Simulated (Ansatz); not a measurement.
Defect: interstitial Si in hcp Ru, neutral cell. The step: a direct jump of one Si atom; the atom moves 2.14 Å along (0.00, 0.00, 0.50) of the unit cell; the moving atom starts with neighbours 6 Ru at 2.17 Å and ends with 6 Ru at 2.17 Å. A PBE band in Ansatz (plane-wave PAW, a 2×2×2 k-point mesh shifted by half a step along c, 36 host sites, 22 SCF runs with any check of the saddle's order, static, no finite-size correction) gives a forward barrier of 1.36 eV. The saddle point's order was not checked, and it lies on a symmetry element of the cell, where a band can be held. Sites that were not tried may lie lower.

Single points at the band's start and saddle point can refine it. Rough cost of one point, in units of the band's mean SCF on the same machine:

```csv
Level,Cost of one point
"PBE, a 4×4×4 k-point mesh shifted by half a step along c",about 7
"r2SCAN at 500 eV, a 2×2×2 k-point mesh shifted by half a step along c",about 3
```

Problem. Which of these move the barrier by more than 0.1 eV, and how far does each move it?

Solution. Not one does. PBE, a 4×4×4 k-point mesh shifted by half a step along c: -0.01 eV; r2SCAN at 500 eV, a 2×2×2 k-point mesh shifted by half a step along c: -0.03 eV. Each functional is compared with PBE at the same k-points.

Ansatz is a program for electronic structure.
